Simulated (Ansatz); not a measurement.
Base system: LiCl in the rock salt structure (space group Fm-3m, No. 225; a = 5.112 Å). Axes: x, y, z lie along the cube axes.

Computed with plane-wave PAW DFT at the r2SCAN level (Ansatz, a quantum-chemistry and plane-wave program, 500 eV), spin-orbit coupling left out.

Strains are applied to the cell and any free atomic positions relax; under biaxial strain the out-of-plane vector relaxes too.

One change was made to it. Results:

```csv
quantity,base,after
energy relative to the base (free energy F),0 meV/atom,+11 meV/atom
gap character,direct at Γ,direct at Γ
band gap,7.29 eV,6.75 eV
"pressure (mean of the normal stresses, compression positive)",0.0 kbar,-17.4 kbar
```

Task: What was done to the base?
A) biaxial strain +3.88 %, plane normal [110], relaxed out of plane
B) uniaxial strain ε_xx = +4.90 %
C) uniaxial strain ε_xx = +3.76 %

Result: A, biaxial strain +3.88 %, plane normal [110], relaxed out of plane. For comparison, the band gap in the other runs: uniaxial strain ε_xx = +4.90 % gives 6.93 eV; uniaxial strain ε_xx = +3.76 % gives 7.01 eV.

A biaxial case was relaxed in a doubled cell and then solved in the primitive one. Whether these cells are dynamically stable was not tested. k-point labels follow each cell's own Brillouin zone.
